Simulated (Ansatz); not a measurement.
# The (111)A surface of zinc-blende InAs, In-terminated, 2x2 In vacancy (bottom of the slab: 3 H on 4 bottom sites)

Computed with PBE (plane waves to 420 eV, PAW; Ansatz, an electronic-structure program).

Slab: 34 atoms, 13.2 Å thick at the start with caps and adatoms (thin: gaps and levels are the slab's own); k 3x3x1, smearing 0.025 eV, dipole-corrected; 8 atoms held, the rest relaxed; symmetry of the start imposed; no spin, no spin-orbit, no U. It is one candidate, not shown to be the stable structure of the face.

```yaml
gap_of_the_slab_on_its_k_mesh: 0.25 eV
highest_filled_level_below_the_top_vacuum_level: 4.36 eV
energy_released_by_relaxation: 3.07 eV
cost: about 15 core-minutes (a rough figure)
```
